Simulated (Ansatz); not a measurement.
**SnSe2 with two functionals, biaxial strain +0.97 %, plane normal [001], relaxed out of plane**

The reference is SnSe2 in the CdI2 type structure (space group P-3m1, No. 164; a = 3.840 Å, c = 6.006 Å; layered, stacked along the Cartesian z axis). Axes: x lies along a and z along c of the hexagonal cell.

(Cell as relaxed with PBE-D3(BJ).)

Levels (all Ansatz, a program for electronic structure, PAW): PBE-D3(BJ) (420 eV, no spin-orbit coupling); r2SCAN+rVV10 (500 eV, no spin-orbit coupling).

Each level relaxes its own structure.

| base | PBE-D3(BJ) | r2SCAN+rVV10 |
|---|---|---|
| volume per atom | 25.57 Å³ | 26.33 Å³ |
| lattice parameter a | 3.840 Å | 3.826 Å |
| band gap | 0.36 eV | 0.94 eV |

Now apply this change: biaxial strain +0.97 %, plane normal [001], relaxed out of plane (Cartesian); in-plane vectors clamped, the third vector and the atoms free.

```csv
quantity,PBE-D3(BJ),r2SCAN+rVV10
smallest direct gap,0.58 eV,(withheld)
mean in-plane stress (compression positive),-1.0 GPa,(withheld)
ratio −ε⊥/ε∥,1.21,(withheld)
shift of the gap caused by the change,-0.09 eV,(withheld)
```

Q: Predict the r2SCAN+rVV10 column.

A: 
- smallest direct gap, r2SCAN+rVV10: 1.26 eV
- mean in-plane stress (compression positive), r2SCAN+rVV10: -1.2 GPa
- ratio −ε⊥/ε∥, r2SCAN+rVV10: 0.92
- shift of the gap caused by the change, r2SCAN+rVV10: -0.07 eV

PBE-D3(BJ)'s smallest direct gap lies 0.68 eV below r2SCAN+rVV10's; PBE-D3(BJ)'s in-plane stress lies 0.2 GPa above r2SCAN+rVV10's; PBE-D3(BJ)'s ratio −ε⊥/ε∥ lies 0.29 above r2SCAN+rVV10's; PBE-D3(BJ)'s shift of the gap caused by the change lies 0.02 eV below r2SCAN+rVV10's. Neither level is exact; r2SCAN+rVV10 is the comparison here, not a measurement.

No phonon test of stability was made. The zero or small gap of SnSe2 under biaxial strain +0.97 %, plane normal [001], relaxed out of plane can change with the level of theory.
